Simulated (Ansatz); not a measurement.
Input:

Host crystal: wurtzite ZnO, with a band gap (PBE, scalar-relativistic without spin-orbit coupling).

End structure of H2O on the 1x1 (10-10) surface of wurtzite ZnO (cut with top plane O + Zn), one in a 2x1 cell, started at the site 'over O at depth 0.9 Å':

```yaml
crystal:
  lattice:
    - [6.55898, 0.00000, 0.00000]
    - [0.00000, 5.29379, 0.00000]
    - [0.00000, 0.00000, 28.50000]
  atoms:
    - { symbol: O, position: [0.25000, 0.37743, 0.33452] }
    - { symbol: O, position: [0.75000, 0.37743, 0.33452] }
    - { symbol: Zn, position: [0.25000, 0.03125, 0.34633] }
    - { symbol: Zn, position: [0.75000, 0.03125, 0.34633] }
    - { symbol: O, position: [0.00000, 0.87215, 0.36753] }
    - { symbol: O, position: [0.50000, 0.87215, 0.36753] }
    - { symbol: Zn, position: [0.00000, 0.49479, 0.36289] }
    - { symbol: Zn, position: [0.50000, 0.49479, 0.36289] }
    - { symbol: O, position: [0.00000, 0.37176, 0.43285] }
    - { symbol: O, position: [0.50000, 0.37176, 0.43285] }
    - { symbol: Zn, position: [0.00000, 0.99599, 0.43628] }
    - { symbol: Zn, position: [0.50000, 0.99599, 0.43628] }
    - { symbol: O, position: [0.25000, 0.87015, 0.46746] }
    - { symbol: O, position: [0.75000, 0.87015, 0.46746] }
    - { symbol: Zn, position: [0.25000, 0.49048, 0.46515] }
    - { symbol: Zn, position: [0.75000, 0.49048, 0.46515] }
    - { symbol: O, position: [0.25080, 0.37088, 0.53218] }
    - { symbol: O, position: [0.75095, 0.37253, 0.53286] }
    - { symbol: Zn, position: [0.25014, 0.99234, 0.53433] }
    - { symbol: Zn, position: [0.75063, 0.99299, 0.53455] }
    - { symbol: O, position: [0.00111, 0.87254, 0.56703] }
    - { symbol: O, position: [0.49963, 0.87269, 0.56682] }
    - { symbol: Zn, position: [0.00370, 0.49466, 0.56476] }
    - { symbol: Zn, position: [0.49819, 0.49482, 0.56468] }
    - { symbol: O, position: [0.00564, 0.37356, 0.63250] }
    - { symbol: O, position: [0.49738, 0.37434, 0.63240] }
    - { symbol: Zn, position: [0.99854, 0.99342, 0.63533] }
    - { symbol: Zn, position: [0.50117, 0.99397, 0.63491] }
    - { symbol: O, position: [0.25051, 0.87804, 0.66782] }
    - { symbol: O, position: [0.74935, 0.87437, 0.66492] }
    - { symbol: Zn, position: [0.25080, 0.51309, 0.66594] }
    - { symbol: Zn, position: [0.75180, 0.52682, 0.65203] }
    - { symbol: O, position: [0.24464, 0.25812, 0.72162] }
    - { symbol: H, position: [0.36118, 0.26279, 0.74257] }
    - { symbol: H, position: [0.24937, 0.08106, 0.70403] }
```

Slab: 35 atoms, 9.4 Å thick at the start under the adsorbate (thin: gaps and levels are the slab's own); k 3x4x1, smearing 0.01 eV, dipole-corrected; 16 atoms held, the rest relaxed; no symmetry held; no spin, no spin-orbit, no U, no dispersion correction. At the end it is bonded to Zn. In PBE it is, or lies within 0.03 eV of, the lowest of the starts that converged.

A negative adsorption energy means that the adsorbate is more stable on the surface than in its reference.

**Question.** Predict the adsorption energy against H2O(g) from Ansatz (a first-principles code) with PBE.

**Answer.** -0.96 eV

**Question.** What change of the step from the bottom to the top vacuum level, against the clean slab does PBE give?

**Answer.** -0.83 eV
